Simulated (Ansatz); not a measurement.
## Smallest direct gap on the k points sampled of HgO (P3₁21, No. 152, 6 atoms in the cell; start mp-7826; a measured phase of this formula has another space group) at several levels of theory

No measured value is used here.

```tsv
level (code)	value (eV)
dielectric-dependent PBEsol hybrid (Ansatz)	2.84
HSE06 (Ansatz)	2.82
PBE0 (Ansatz)	3.53
```

At these levels the smallest gap is indirect and lower: dielectric-dependent PBEsol hybrid 2.66, HSE06 2.63, PBE0 3.34 eV. Computed values are for a static lattice. Spin–orbit coupling is included only where a level's name says +SOC; with heavier elements it mostly lowers gaps and can invert bands.  Values are at the PBEsol cell. Ansatz's density-functional and Hartree–Fock values are scalar-relativistic unless marked +SOC, with PAW data made under PBE.

A start named mp-… is a Materials Project structure, which need not be a measured phase.

Ansatz is a quantum-chemistry and plane-wave program.
